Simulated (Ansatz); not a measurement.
Strongest site found for several adsorbates on bcc Mo (110).

Method: PBE (plane waves to 420 eV, PAW; Ansatz, a quantum-chemistry and plane-wave program).

Counted are starts at which the adsorbate stayed whole and on top. Thin slabs; no dispersion, zero-point or thermal terms; negative values mean binding.

| adsorbate, area an adsorbate | reference | bonded to | E_ads (eV) | shortest bond to the host (Å) |
|---|---|---|---|---|
| Si, 28 Å² | an atom of silicon | 4 Mo | -0.88 | 2.44 |
| C, 64 Å² | an atom of graphite | 5 Mo | ? | 1.99 |
| Sn, 64 Å² | an atom of beta tin | 4 Mo | ? | 2.77 |
| I, 28 Å² | ½ I2(g) | 3 Mo | -2.45 | ? |
| S, 64 Å² | ⅛ S8(g) | 4 Mo | -3.10 | ? |
| N, 64 Å² | ½ N2(g) | 3 Mo | ? | 1.96 |
| Si, 7 Å² | an atom of silicon | 3 Mo | -0.71 | 2.67 |
| Br, 28 Å² | ½ Br2(g) | 3 Mo | -2.63 | 2.65 |

What belongs in the gaps?


- C, 64 Å², E_ads (eV): -0.03
- Sn, 64 Å², E_ads (eV): -1.15
- I, 28 Å², shortest bond to the host (Å): 2.85
- S, 64 Å², shortest bond to the host (Å): 2.39
- N, 64 Å², E_ads (eV): -1.65
